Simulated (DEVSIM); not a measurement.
Structure: GaN p-n junction from an implanted or diffused profile, at 300 K.

```
layer (left to right)  material  thickness (μm)  Nd (cm⁻³)  τn (s)  τp (s)
---------------------  --------  --------------  ---------  ------  ------
1                           GaN            3.20       3e15  1.5e-8  1.5e-8
```

Added acceptor profile: 1.7e18 cm⁻³ × exp(−(x − 0.066 μm)²/(2·(0.3 μm)²)). Left contact: ohmic. Right contact: ohmic. Voltage is applied to the left contact. Recombination: SRH at mid-gap, radiative, Auger. Mobility is constant in doping.

The device is made up for the run: typed textbook-type constants, with dimensions and the other settings drawn at random. Values at 300 K.

| parameter | GaN |
|---|---|
| gap (eV) | 3.43 |
| affinity (eV) | 4.1 |
| permittivity | 9.5 |
| Nc (cm⁻³) | 2.3e18 |
| Nv (cm⁻³) | 4.6e19 |
| μn (cm²/Vs) | 1200 |
| μp (cm²/Vs) | 100 |
| B (cm³/s) | 1e-11 |
| Cn (cm⁶/s) | 1e-30 |
| Cp (cm⁶/s) | 1e-30 |

DEVSIM, 1D drift-diffusion, Boltzmann statistics, complete ionisation; no tunnelling, impact ionisation, image-force lowering or self-heating.

### Question
Give the dark forward current.

### Answer

| V (V) | J (A/cm²) |
|---|---|
| 1.75 | 1.4e-12 |
| 1.80 | 3.7e-12 |
| 1.85 | 9.9e-12 |
| 1.90 | 2.7e-11 |
| 2.00 | 2.0e-10 |
| 2.05 | 5.3e-10 |
| 2.10 | 1.4e-9 |
| 2.15 | 3.9e-9 |
| 2.20 | 1.1e-8 |
| 2.25 | 2.9e-8 |
| 2.30 | 8.0e-8 |
| 2.40 | 6.1e-7 |
| 2.45 | 1.7e-6 |
| 2.50 | 4.8e-6 |
| 2.55 | 1.4e-5 |
| 2.60 | 4.0e-5 |
| 2.65 | 0.00012 |
| 2.75 | 0.0014 |
| 2.80 | 0.0060 |
| 2.85 | 0.030 |
| 2.90 | 0.16 |
| 2.95 | 0.94 |
| 3.00 | 4.8 |
| 3.05 | 20 |
| 3.15 | 230 |
| 3.20 | 690 |
| 3.25 | 1700 |
| 3.30 | 3200 |
